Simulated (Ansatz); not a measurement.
**Several settings converged on SiNi (R3, 8 atoms in the cell)**

```
CELL_PARAMETERS angstrom
      4.52621     0.00000     0.00000
      0.00000     4.52621     0.00000
      0.00000     0.00000     4.52621
ATOMIC_POSITIONS crystal
  Si 0.65317 0.15317 0.34683
  Si 0.85321 0.85321 0.85321
  Si 0.15317 0.34683 0.65317
  Si 0.34683 0.65317 0.15317
  Ni 0.35050 0.85050 0.64950
  Ni 0.14950 0.14950 0.14950
  Ni 0.85050 0.64950 0.35050
  Ni 0.64950 0.35050 0.85050
```

Base method: LDA (PW92), default PAW files made with PBE (plane waves; Ansatz, a first-principles code).

Base settings: basis.ecutwfc = 420 eV; kpoints.mp_grid.grid = 7 7 7; hamiltonian.xc = lda; hamiltonian.pseudopotentials = {kind: paw} (the program's default PAW files); scf.occupations.method = gaussian; scf.occupations.width = 0.1 eV.

The count of work is k-points × plane waves × bands × iterations; it is no time. Core times come from one kind of shared machine, to one figure; runs under 30 s give none.

**The k-point mesh**

Only quantities that move along the ladder and can be compared are tabulated.

```tsv
kpoints.mp_grid.grid	free energy less the last step's (meV/atom)	pressure (GPa)	largest difference of a force vector from the last step's (eV/Å)	count of work / last	core time / last (rough)
1 1 1	771.03	0.68	0.780	0.0039	–
2 2 2	-53.87	-13.28	0.069	0.014	–
3 3 3	-0.77	-12.20	0.017	0.020	–
5 5 5	1.28	-11.79	0.005	0.078	–
7 7 7	0.07	-11.69	0.002	0.20	–
8 8 8	-0.36	-11.77	0.003	0.31	0.4
10 10 10	0.11	-11.74	0.000	0.59	0.5
12 12 12	0.00	-11.76	0.000	1.0	1
```

Coarsest kpoints.mp_grid.grid that holds the free energy within 0.5 meV/atom of the last step, with all finer ones: 7 7 7, at 0.20 of the last step's count of work; the step before is off by 1.3 meV/atom.

Coarsest kpoints.mp_grid.grid that holds the pressure within 0.1 GPa of the last step, with all finer ones: 5 5 5, at 0.078 of the last step's count of work; the step before is off by 0.44 GPa.

Coarsest kpoints.mp_grid.grid that holds the forces within 0.02 eV/Å of the last step, with all finer ones: 3 3 3, at 0.020 of the last step's count of work; the step before is off by 0.069 eV/Å.

**The k-point mesh at a smearing width of 0.02 eV**

In this ladder: scf.occupations.width = 0.02 eV.

Only quantities that move along the ladder and can be compared are tabulated.

```csv
kpoints.mp_grid.grid,free energy less the last step's (meV/atom),pressure (GPa),largest difference of a force vector from the last step's (eV/Å),count of work / last,core time / last (rough)
3 3 3,0.46,-12.51,0.028,0.013,–
5 5 5,1.29,-11.74,0.006,0.050,–
7 7 7,0.13,-11.67,0.002,0.13,0.2
10 10 10,0.15,-11.71,0.003,0.37,0.6
14 14 14,0.00,-11.72,0.000,1.0,1
```

Coarsest kpoints.mp_grid.grid that holds the pressure within 0.5 GPa of the last step, with all finer ones: 5 5 5, at 0.050 of the last step's count of work; the step before is off by 0.79 GPa.

Coarsest kpoints.mp_grid.grid that holds the free energy within 0.5 meV/atom of the last step, with all finer ones: 7 7 7, at 0.13 of the last step's count of work and about 0.2 of the last step's time; the step before is off by 1.3 meV/atom.

Coarsest kpoints.mp_grid.grid that holds the forces within 0.01 eV/Å of the last step, with all finer ones: 5 5 5, at 0.050 of the last step's count of work; the step before is off by 0.028 eV/Å.

**The k-point mesh at a smearing width of 0.3 eV**

In this ladder: scf.occupations.width = 0.3 eV.

Only quantities that move along the ladder and can be compared are tabulated.

| kpoints.mp_grid.grid | free energy less the last step's (meV/atom) | pressure (GPa) | largest difference of a force vector from the last step's (eV/Å) | count of work / last | core time / last (rough) |
|---|---|---|---|---|---|
| 3 3 3 | -6.08 | -11.79 | 0.021 | 0.013 | – |
| 5 5 5 | 1.61 | -11.63 | 0.004 | 0.050 | – |
| 7 7 7 | -0.32 | -11.61 | 0.001 | 0.13 | 0.2 |
| 10 10 10 | 0.02 | -11.62 | 0.000 | 0.37 | 0.6 |
| 14 14 14 | 0.00 | -11.62 | 0.000 | 1.0 | 1 |

Coarsest kpoints.mp_grid.grid that holds the free energy within 0.5 meV/atom of the last step, with all finer ones: 7 7 7, at 0.13 of the last step's count of work and about 0.2 of the last step's time; the step before is off by 1.6 meV/atom.

Coarsest kpoints.mp_grid.grid that holds the forces within 0.01 eV/Å of the last step, with all finer ones: 5 5 5, at 0.050 of the last step's count of work; the step before is off by 0.021 eV/Å.

Coarsest kpoints.mp_grid.grid that holds the pressure within 0.05 GPa of the last step, with all finer ones: 5 5 5, at 0.050 of the last step's count of work; the step before is off by 0.17 GPa.

On the base run: the starting cell comes from a database of computed structures (which also holds hypothetical and non-ambient phases and stackings), without a prior relaxation at this level. Its lattice was rescaled by up to half a per cent. One atom was moved a little off its site on purpose. Spin polarisation is off. In the base run, with a pressure of about -12 GPa the cell is away from its equilibrium volume at this level. Ansatz's pressure includes its estimate of the finite-basis (Pulay) stress.

Keys are those of Ansatz 0.2.
